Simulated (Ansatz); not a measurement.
```yaml
crystal:
  lattice:
    - [23.00000, 0.00000, 0.00000]
    - [0.00000, 23.00000, 0.00000]
    - [0.00000, 0.00000, 5.35614]
  atoms:
    - { symbol: Si, position: [0.75666, 0.50000, 0.66677] }
    - { symbol: C, position: [0.75080, 0.56720, 0.83323] }
    - { symbol: C, position: [0.75964, 0.50000, 0.33323] }
    - { symbol: Si, position: [0.72227, 0.62833, 0.66677] }
    - { symbol: C, position: [0.68359, 0.68359, 0.83323] }
    - { symbol: Si, position: [0.74792, 0.56643, 0.16677] }
    - { symbol: C, position: [0.72486, 0.62982, 0.33323] }
    - { symbol: Si, position: [0.62833, 0.72227, 0.66677] }
    - { symbol: C, position: [0.56720, 0.75080, 0.83323] }
    - { symbol: Si, position: [0.68149, 0.68149, 0.16677] }
    - { symbol: C, position: [0.62982, 0.72486, 0.33323] }
    - { symbol: Si, position: [0.50000, 0.75666, 0.66677] }
    - { symbol: C, position: [0.43280, 0.75080, 0.83323] }
    - { symbol: Si, position: [0.56643, 0.74792, 0.16677] }
    - { symbol: C, position: [0.50000, 0.75964, 0.33323] }
    - { symbol: Si, position: [0.37167, 0.72227, 0.66677] }
    - { symbol: C, position: [0.31641, 0.68359, 0.83323] }
    - { symbol: Si, position: [0.43357, 0.74792, 0.16677] }
    - { symbol: C, position: [0.37018, 0.72486, 0.33323] }
    - { symbol: Si, position: [0.27773, 0.62833, 0.66677] }
    - { symbol: C, position: [0.24920, 0.56720, 0.83323] }
    - { symbol: Si, position: [0.31851, 0.68149, 0.16677] }
    - { symbol: C, position: [0.27514, 0.62982, 0.33323] }
    - { symbol: Si, position: [0.24334, 0.50000, 0.66677] }
    - { symbol: C, position: [0.24920, 0.43280, 0.83323] }
    - { symbol: Si, position: [0.25208, 0.56643, 0.16677] }
    - { symbol: C, position: [0.24036, 0.50000, 0.33323] }
    - { symbol: Si, position: [0.27773, 0.37167, 0.66677] }
    - { symbol: C, position: [0.31641, 0.31641, 0.83323] }
    - { symbol: Si, position: [0.25208, 0.43357, 0.16677] }
    - { symbol: C, position: [0.27514, 0.37018, 0.33323] }
    - { symbol: Si, position: [0.37167, 0.27773, 0.66677] }
    - { symbol: C, position: [0.43280, 0.24920, 0.83323] }
    - { symbol: Si, position: [0.31851, 0.31851, 0.16677] }
    - { symbol: C, position: [0.37018, 0.27514, 0.33323] }
    - { symbol: Si, position: [0.50000, 0.24334, 0.66677] }
    - { symbol: C, position: [0.56720, 0.24920, 0.83323] }
    - { symbol: Si, position: [0.43357, 0.25208, 0.16677] }
    - { symbol: C, position: [0.50000, 0.24036, 0.33323] }
    - { symbol: Si, position: [0.62833, 0.27773, 0.66677] }
    - { symbol: C, position: [0.68359, 0.31641, 0.83323] }
    - { symbol: Si, position: [0.56643, 0.25208, 0.16677] }
    - { symbol: C, position: [0.62982, 0.27514, 0.33323] }
    - { symbol: Si, position: [0.72227, 0.37167, 0.66677] }
    - { symbol: C, position: [0.75080, 0.43280, 0.83323] }
    - { symbol: Si, position: [0.68149, 0.31851, 0.16677] }
    - { symbol: C, position: [0.72486, 0.37018, 0.33323] }
    - { symbol: Si, position: [0.74792, 0.43357, 0.16677] }
```

Computed with PBE (plane waves to 420 eV, PAW; Ansatz, a program for electronic structure). Mesh 1×1×6. No spin polarisation. Periodic along z alone, with about 11 Å of vacuum beside it. A hypothetical model, rolled from the flat sheet. Only distortions within the start's symmetry and period were free.

Problem. Tabulate the two highest filled and two lowest empty levels along the axis, from the valence top.

Solution. 
```csv
k (2π/c),v2 (eV),v1 (eV),c1 (eV),c2 (eV)
0.000,0.00,0.00,1.90,2.08
0.042,-0.02,-0.02,1.94,2.12
0.083,-0.07,-0.07,2.04,2.22
0.125,-0.15,-0.15,2.18,2.38
0.167,-0.26,-0.26,2.36,2.57
0.208,-0.33,-0.33,2.55,2.77
0.250,-0.38,-0.38,2.75,2.75
0.292,-0.45,-0.45,2.74,2.74
0.333,-0.53,-0.53,2.76,2.76
0.375,-0.61,-0.61,2.77,2.77
0.417,-0.65,-0.64,2.71,2.71
0.458,-0.63,-0.63,2.67,2.67
0.500,-0.63,-0.63,2.66,2.66
```
